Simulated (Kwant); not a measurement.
Device: wire with a side stub in a In0.53Ga0.47As two-dimensional gas. Effective mass 0.041 mₑ, grid spacing 8.3 nm, hard walls, nominal width 140 nm (17 grid rows, so walls 149.4 nm apart), one parabolic valley, scattering region 600 nm long along x; energies count from the band bottom; Fermi energy swept from 0.00018343 to 0.0021782 eV. Closed stub on one side, 250 nm wide and 320 nm deep.

The device is made up for the run: typed textbook-type constants, with dimensions and the other settings drawn at random.

Kwant, effective-mass tight-binding model on a square grid, one spin, coherent transport at 0 K. Conductance is in e²/h.

Task: How many channels do the leads carry at E = 0.938, 1.37, 1.99 meV?

Result: The hard-wall thresholds are n² ħ²π²/(2mW²) = n² × 0.411 meV with W = 149.4 nm. √(0.938/0.411) = 1.51, so 1. √(1.37/0.411) = 1.83, so 1. √(1.99/0.411) = 2.20, so 2.
